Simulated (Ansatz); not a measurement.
Checking a run of Ansatz (a program for electronic structure) on Mo (Im-3m, 1 atom in the cell). The aim is a self-consistent single point with DFT, PBE, plane waves, PAW files.

Cell that was meant: a = 2.7844 Å, b = 2.7844 Å, c = 2.7844 Å, α = 109.47°, β = 109.47°, γ = 109.47°.

Part of the input:

Ansatz 0.2 input:
```yaml
crystal:
  lattice:
    - [-0.85068800, 0.85068800, 0.85068800]
    - [0.85068800, -0.85068800, 0.85068800]
    - [0.85068800, 0.85068800, -0.85068800]
  atoms:
    - { symbol: Mo, position: [0.00000000, 0.00000000, 0.00000000] }
kpoints:
  mp_grid: { grid: [19, 19, 19] }
hamiltonian:
```

The program printed (abridged):

```
WARN basis.ecutwfc = 420 eV, the default
Pseudopotentials: kind: paw
Pseudopotential: Mo, paw, valence charge 14
   [... lines left out ...]
Bands: 11, of which v1, the nominal top of the filled ones, is band 7 counted from 1 (6 counted from 0)
Symmetry: 48 space group operations
Space group: Im-3m (ITA 229), of the structure as read, at distance tolerance 1.4e-5 Å
k-points: 220 of 6859
Initial density: superposition of atomic densities (chi_scale 0.1, normalization cell)
Initial wavefunctions: pseudopotential atomic-orbital guess
Eigensolver: davidson
Functional: x = pbe(κ = 0.804, μ = 0.2195149727645171), c = pbe(β = 0.06672455060314922)
SCF iter   1: F=—  HF=-4788.156993 eV  |F-HF|=—  |Δ(HF+E_count)|=         —  Δρ=4.03e-1  dr2=1.25e0  ethr=3.10e-3  ⟨swp⟩=1.0  Hψ=25337  notcnv=0
all-band conjugate gradients solve this SCF's bands
automatic band count: the SCF goes on with 15 bands, as 11 were too few: the levels above may hold too much charge
preconditioner: auto → none
   [... lines left out ...]
SCF iter   4: F=—  HF=-4796.140019 eV  |F-HF|=—  |Δ(HF+E_count)|=   4.52e-3  Δρ=1.10e-3  dr2=3.11e-6  ethr=6.66e-6  ⟨swp⟩=2.0  Hψ=4637  notcnv=0  defer=508
SCF iter   5: F=—  HF=-4796.139999 eV  |F-HF|=—  |Δ(HF+E_count)|=   2.00e-5  Δρ=3.20e-5  dr2=3.26e-9  ethr=7.14e-10  ⟨swp⟩=8.0  Hψ=16129  notcnv=0
SCF iter   6: F=-4796.139999 eV  HF=-4796.139999 eV  |F-HF|=2.82e-11  |Δ(HF+E_count)|=   3.06e-9  Δρ=3.48e-6  dr2=6.92e-11  ethr=2.33e-11  ⟨swp⟩=1.7  Hψ=8684  notcnv=0
SCF 1 converged in 6 iterations: F = -4796.139999 eV  dr2 = 6.92e-11
Free energy (F): -4796.139999 eV
Internal energy: -4796.137997 eV  (E = F + TS)
E sigma→0 (E₀):  -4796.138998 eV
Entropy (-TS):   -0.002002 eV (-2.002 meV/atom)
Fermi energy:    129.024019 eV
--- Forces (eV/Å), atoms counted from 1 ---
  atom   1  Mo    -0.00000000    -0.00000000     0.00000000
--- Stress (GPa, compression-positive) ---
    19551.377682      -0.000000      -0.000000
       -0.000000   19551.377682      -0.000000
       -0.000000      -0.000000   19551.377682
  P = ⅓ Tr σ = 19551.3777 GPa (195513.777 kbar)
  The stress holds the Pulay correction. Without it, at fixed plane waves, as pw.x and ABINIT print it: P = 19520.5312 GPa
```

Task: Can these results be used? Check the input.

Result: The run is not sound. The fault is this: lattice multiplied by the bohr radius once too often. 1 bohr is 0.529 Å, so a mix-up scales every length by 1.89 or 0.529 and the volume by 6.75 or 0.148. To fix it, give the lengths in the unit that the key or card expects. The run converged in 6 iterations without an error; against the sound input the free energy goes up by 160 eV/atom and the pressure goes from -11.90 to 19550 GPa.

An input that runs soundly differs in these lines (not the only fix; some lines may just follow from the change or write a value another way):
```diff
-    - [-0.85068800, 0.85068800, 0.85068800]
-    - [0.85068800, -0.85068800, 0.85068800]
-    - [0.85068800, 0.85068800, -0.85068800]
+    - [-1.60756700, 1.60756700, 1.60756700]
+    - [1.60756700, -1.60756700, 1.60756700]
+    - [1.60756700, 1.60756700, -1.60756700]
```

With that input, the run converged in 6 iterations: free energy E − TS (on the zero of these files) -4956.0273 eV; Fermi level (on the code's own zero) 19.62 eV; pressure -11.90 GPa (DFT, PBE, plane waves, PAW files).

On the sound input: the starting cell comes from a database of computed structures (which also holds hypothetical and non-ambient phases and stackings), without a prior relaxation at this level. Its lattice was rescaled by a random factor within 2.5 % of one. Spin polarisation is off. With a pressure of about -12 GPa the cell is away from its equilibrium volume at this level. Ansatz's pressure includes its estimate of the finite-basis (Pulay) stress.
